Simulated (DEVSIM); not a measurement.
Device: Ni/SiO2/p-Si capacitor, at 300 K.

```tsv
layer (left to right)	material	thickness (nm)	Na (cm⁻³)
1	SiO2	51.0	-
2	Si	5200	1.2e16
```

Metal gate on the left, work function 5.1 eV. Fixed charge at the semiconductor interface 0 cm⁻² (in units of +e); interface traps 2.7e12 cm⁻² eV⁻¹, uniform in energy, neutral level at 0.5 of the gap above the valence band.

This is a model device: material constants are rounded textbook-type values typed into the input, and sizes, dopings and lifetimes were drawn at random. Values at 300 K; Nc and Nv go as T^1.5, mobilities as T to minus their exponent, the gap by Varshni's rule with the affinity fixed.

| parameter | SiO2 | Si |
|---|---|---|
| gap (eV) | 9 | 1.124 |
| affinity (eV) | 0.9 | 4.05 |
| permittivity | 3.9 | 11.7 |
| Nc (cm⁻³) | - | 2.86e19 |
| Nv (cm⁻³) | - | 3.1e19 |
| Varshni α (eV/K) | - | 0.000473 |
| Varshni β (K) | - | 636 |

DEVSIM, 1D Poisson equation in equilibrium, Boltzmann statistics, complete ionisation; no quantum confinement or tunnelling. Metal contacts follow the ideal Schottky-Mott rule: no Fermi-level pinning, no interface dipoles.

Base results: capacitance of the dielectric stack (μF/cm²) 0.0677; flat-band voltage (V) -2.16; minimum of the low-frequency capacitance (μF/cm²) 0.0593.

### Question
What follows from this one change: interface trap density 2.7e+12 → 0 cm^-2 eV^-1?

### Answer
capacitance of the dielectric stack little changed (0.0677 μF/cm²); flat-band voltage -2.16 → 0.13 V; minimum of the low-frequency capacitance 0.0593 → 0.0260 μF/cm².

### Question
What follows from this one change: substrate doping 1.2e+16 → 2.4e+16 cm^-3?

### Answer
capacitance of the dielectric stack little changed (0.0677 μF/cm²); flat-band voltage -2.16 → -2.30 V; minimum of the low-frequency capacitance little changed (0.0595 μF/cm²).

### Question
What follows from this one change: temperature 300 → 350 K?

### Answer
capacitance of the dielectric stack little changed (0.0677 μF/cm²); flat-band voltage -2.16 → -1.81 V; minimum of the low-frequency capacitance little changed (0.0593 μF/cm²).

### Question
What follows from this one change: gate work function 5.1 → 4.95 eV?

### Answer
capacitance of the dielectric stack little changed (0.0677 μF/cm²); flat-band voltage -2.16 → -2.31 V; minimum of the low-frequency capacitance little changed (0.0593 μF/cm²).

### Question
What follows from this one change: fixed charge 0 → 5.85e+11 cm^-2?

### Answer
capacitance of the dielectric stack little changed (0.0677 μF/cm²); flat-band voltage -2.16 → -3.55 V; minimum of the low-frequency capacitance little changed (0.0593 μF/cm²).
